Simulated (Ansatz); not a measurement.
Start from Sb in the diamond structure (space group Fd-3m, No. 227; a = 6.9863 Å; a hypothetical phase, not in the database extracts checked).

Method: PBE (Ansatz, a quantum-chemistry and plane-wave program; PAW; 420 eV plane waves; spin-orbit coupling left out).

Before the change:

The volume per atom comes out as 42.62 Å³ and the band gap is zero.

Perturbation: cell and atoms relaxed at a pressure of 0.7 GPa.

Q: Estimate the effect on the volume per atom.

A: The volume per atom drops by 0.909 Å³ (42.62 Å³ → 41.72 Å³).

Q: Estimate the effect on the band gap.

A: The band gap remains zero.

Load acts through the strain it causes; cell and atoms are relaxed under it. Whether these cells are dynamically stable was not tested.
